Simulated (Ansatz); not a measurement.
## Effect of pressure 9 GPa on AlN

The reference is AlN in the wurtzite structure (space group P6_3mc, No. 186; a = 3.1303 Å, c = 5.0180 Å).

The change: a hydrostatic pressure of 9 GPa.

All numbers come from PBE/PAW in Ansatz (a program for electronic structure), scalar-relativistic without spin-orbit coupling. Γ-centred 12×12×7 mesh, Fermi–Dirac width 0.05 eV.

- Volume per atom = 10.20 Å³ (base 10.65 Å³)
- Lattice parameter a = 3.089 Å (base 3.130 Å)
- c/a ratio = 1.598 (base 1.603)
- Shortest interatomic distance = 1.875 Å (base 1.903 Å)
- Enthalpy H = E + PV relative to the base's energy = +0.58 eV/atom
- Band gap = 4.39 eV (base 4.03 eV)
- Gap character = direct at Γ (base direct at Γ)
- Mean gap deformation potential ΔEg/Δln V = -8.3 eV
- Width of the top valence band = 2.43 eV (base 2.34 eV)
- Electron mass = 0.31 mₑ (at Γ)
- Valence-band top at Γ (three highest levels, from the VBM) = 0.00, -0.25, -0.25 eV (base 0.00, -0.20, -0.20 eV)

Final structure:

```xyz
4
Lattice="3.0888 0.0000 0.0000 -1.5444 2.6750 0.0000 0.0000 0.0000 4.9367" Properties=species:S:1:pos:R:3 pbc="T T T"
Al     1.5444     0.8917     0.0188
Al     0.0000     1.7833     2.4871
N      1.5444     0.8917     3.0677
N      0.0000     1.7833     0.5993
```

Load acts through the strain it causes; cell and atoms are relaxed under it. Masses are band curvatures over ±0.01 Å⁻¹ around the edge. Stability against distortions was not tested. Tetrahedral semiconductors of this kind turn to denser phases somewhere between about 1 and 50 GPa; those were not computed, so compressed cells here can lie past the real transition.
